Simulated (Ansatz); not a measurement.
Take ZrS2 in the CdI2 type structure (space group P-3m1, No. 164; a = 3.674 Å, c = 5.860 Å; layered, stacked along the Cartesian z axis) as the base.

Level of theory: Kohn–Sham DFT with the r2SCAN+rVV10 functional, run in Ansatz (a quantum-chemistry and plane-wave program) with PAW and 500 eV plane waves, without spin-orbit coupling.

For the base:

The gap character comes out as indirect, K–Γ (87 % along) → L and the lattice parameter a comes out as 6.943 bohr.

Perturbation: a hydrostatic pressure of 7.5 GPa.

Predict the new gap character, lattice parameter a and valence-band top at Γ.

The gap character changes from indirect, K–Γ (87 % along) → L to indirect, Γ → L; the lattice parameter a shrinks by 0.192 bohr, from 6.943 bohr to 6.751 bohr; the valence-band top at Γ (three highest levels, from the VBM) comes out as 0.00, -0.56, -0.56 eV.

Load acts through the strain it causes; cell and atoms are relaxed under it. Whether these cells are dynamically stable was not tested. No other phases were tried under pressure.
